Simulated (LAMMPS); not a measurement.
Consider Ge (diamond structure), 216 atoms, at 730 K and 0 GPa, heated as the crystal in molecular dynamics.

All values are model results, not measurements: MD with a machine-learned potential, pair style snap, file Ge_Zuo_JPCA2020.quadratic.snap; code LAMMPS.

Starting crystal:

Space group Fd-3m, origin choice 1 (No. 227); a = 5.6580 Å, b = 5.6580 Å, c = 5.6580 Å, α = 90.00°, β = 90.00°, γ = 90.00°

```
atom  site  symmetry       x       y       z
----  ----  --------  ------  ------  ------
Ge      8b      -43m  0.5000  0.5000  0.5000
```

Give the density, the state found, the coordination number as this potential yields it.

density: 4.765 ± 0.002 g/cm³; state found: crystal; no diffusion seen in 15 ps; coordination number: 4.00 (counted to 3.26 Å).

Caution: with SNAP Ge_Zuo_JPCA2020.quadratic.snap the 0 K volume of this crystal is 7 % off the measured one.
